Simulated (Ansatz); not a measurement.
**A computed series for hypothetical P4_2/mnm MgO: pressure series**

The parent structure is MgO (space group P4_2/mnm, No. 136; a = 5.5103 Å, c = 3.2763 Å; a hypothetical phase, not in the database extracts checked).

Cell and atoms are relaxed at each pressure.

All numbers come from Ansatz (a first-principles code) PBEsol, no spin-orbit coupling.

```tsv
variant	volume per atom	band gap	width of the top valence band	smallest direct gap
base	12.43 Å³	3.36 eV	0.51 eV	3.37 eV
pressure −2 GPa	12.67 Å³	3.28 eV	0.50 eV	3.29 eV
pressure −1 GPa	12.55 Å³	3.32 eV	0.51 eV	3.33 eV
pressure 0.3 GPa	12.40 Å³	3.37 eV	0.51 eV	3.38 eV
pressure 0.7 GPa	12.36 Å³	3.38 eV	0.51 eV	3.40 eV
pressure 1.5 GPa	12.27 Å³	3.41 eV	0.51 eV	3.43 eV
pressure 3 GPa	12.11 Å³	3.47 eV	0.52 eV	3.48 eV
pressure 5 GPa	11.90 Å³	3.53 eV	0.52 eV	3.55 eV
pressure 7.5 GPa	11.66 Å³	3.61 eV	0.53 eV	3.64 eV
pressure 10 GPa	11.39 Å³	3.67 eV	0.55 eV	3.69 eV
```

Load acts through the strain it causes; cell and atoms are relaxed under it. No phonon test of stability was made. Competing high-pressure phases were not computed.
